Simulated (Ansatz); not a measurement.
Base system: GaAs in the zinc blende structure (space group F-43m, No. 216; a = 5.667 Å). Axes: x, y, z lie along the cube axes.

Level of theory: r2SCAN (Ansatz, a first-principles code), without spin-orbit coupling.

Strains are applied to the cell and any free atomic positions relax; under biaxial strain the out-of-plane vector relaxes too.

One change was made to it. Results:

```tsv
quantity	base	after
energy relative to the base (free energy F)	0 meV/atom	+1.8 meV/atom
pressure	0.00 GPa	1.39 GPa
```

Question: What was done to the base?
A) uniaxial strain ε_yy = −5.81 %
B) tensor shear ε_xz = +3.59 %
C) biaxial strain −0.83 %, plane normal [001], relaxed out of plane
D) isotropic strain −0.61 %

Answer: D, isotropic strain −0.61 %. For comparison, the pressure in the other runs: uniaxial strain ε_yy = −5.81 % gives 4.89 GPa; tensor shear ε_xz = +3.59 % gives 0.19 GPa; biaxial strain −0.83 %, plane normal [001], relaxed out of plane gives 0.71 GPa.

Whether these cells are dynamically stable was not tested.
